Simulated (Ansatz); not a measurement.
Start from MgO in the rock salt structure (space group Fm-3m, No. 225; a = 4.254 Å).

Perturbation: cell and atoms relaxed at a pressure of 100 GPa.

Levels (all Ansatz, a program for electronic structure, PAW): PBE (420 eV, no spin-orbit coupling); HSE06+SOC (420 eV, with spin-orbit coupling).

The geometry is relaxed with PBE.

- PBE lowest conduction level above the VBM at special points = Γ 8.33 eV; X 9.33 eV; L 10.02 eV
- PBE valence-band top at Γ = 0.00, 0.00, 0.00 eV

With HSE06+SOC at the same geometry, the lowest conduction level above the VBM at special points goes from Γ 8.33 eV; X 9.33 eV; L 10.02 eV to Γ 10.36 eV; X 11.19 eV; L 11.98 eV; the valence-band top at Γ (three highest Kramers pairs, from the VBM) changes from 0.00, 0.00, 0.00 eV to 0.00, 0.00, -0.04 eV. The threefold valence maximum splits by Δso ≈ 45 meV.

Single points use the geometry relaxed with PBE. Differences between runs with and without spin-orbit coupling are approximate. The levels and masses belong to the bands next to the band gap. Load acts through the strain it causes; cell and atoms are relaxed under it. Stability against distortions was not tested. No other phases were tried under pressure.
